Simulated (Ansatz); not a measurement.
Results of G0W0@PBEsol in Ansatz (hard PAW, contour deformation) for Sr3P2 (model structure, started from the A-La2O3 type, P-3m1, No. 164, 5 atoms in the cell).

The cell is the one relaxed with PBEsol. Conventional cell: a = 5.0401 Å, b = 5.0401 Å, c = 6.7563 Å, α = 90.00°, β = 90.00°, γ = 120.00°.

One run with a 6×6×4 mesh, response cutoff 70 eV and 363 empty bands, not extrapolated in mesh or basis; no spin–orbit coupling.

Highest filled and lowest empty level by k point (fractions of the reciprocal vectors of the cell (5.040 -0.000 -0.000) (-2.520 4.365 0.000) (-0.000 -0.000 6.756) Å; eV from the valence maximum of each method):

```
k                 PBEsol filled  PBEsol empty  QP filled  QP empty
----------------  -------------  ------------  ---------  --------
0 0 0                      0.00          1.24       0.00      1.82
0 0 -0.5                  -0.84          2.08        ___       ___
0 0.167 0.25              -0.49          1.86      -0.51      2.70
0.167 0.333 0             -0.69          1.08        ___       ___
0.167 0.333 0.25          -0.58          1.39      -0.62      2.09
0.167 0.333 -0.5          -0.61          1.80      -0.64      2.47
0.333 0.333 0.25          -0.70          1.10      -0.81      1.78
0.333 0.333 -0.5          -0.79          1.61      -0.81      2.32
```

Estimate the withheld levels to about 0.1 eV.


- 0 0 -0.5, QP filled: -0.89
- 0 0 -0.5, QP empty: 2.96
- 0.167 0.333 0, QP filled: -0.74
- 0.167 0.333 0, QP empty: 1.76

Note: the relaxation could raise the start's symmetry but not lower it, so the cell can be a saddle point.

A model structure was made by putting elements into a prototype or built by hand; it is no filed structure, need not be a known phase, and can be a saddle point held by its symmetry.

Ansatz is a quantum-chemistry and plane-wave program.
